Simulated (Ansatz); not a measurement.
Start from La₂O₃ (space group P-3m1, No. 164; a = 3.9061 Å, c = 6.0400 Å).

All numbers come from Ansatz (a first-principles code), PBEsol, PAW, cutoff 420 eV, scalar-relativistic without spin-orbit coupling.

For the base:

The band gap is 3.77 eV, the pressure comes out as 0.00 GPa and the gap character is indirect, L → K.

One thing is altered: the cell is scaled by 0.9669 in all directions, atoms relaxed at fixed cell.

Q: Predict the new band gap.

A: The band gap drops by 0.048 eV to 3.73 eV.

Q: How does this affect the energy relative to the base?

A: The energy increases by 72 meV/atom.

Q: What happens to the pressure?

A: The pressure (mean of the normal stresses, compression positive) goes from zero to 16.42 GPa.

Q: Estimate the effect on the gap character.

A: The gap character goes from indirect, L → K to indirect, K → M.

Q: Estimate the effect on the hole mass.

A: The hole mass amounts to 3.0 mₑ along c, 0.89 mₑ across (at K).

The cells carry an imposed strain or load. Effective masses come from finite differences of ±0.01 Å⁻¹. No phonon test of stability was made.
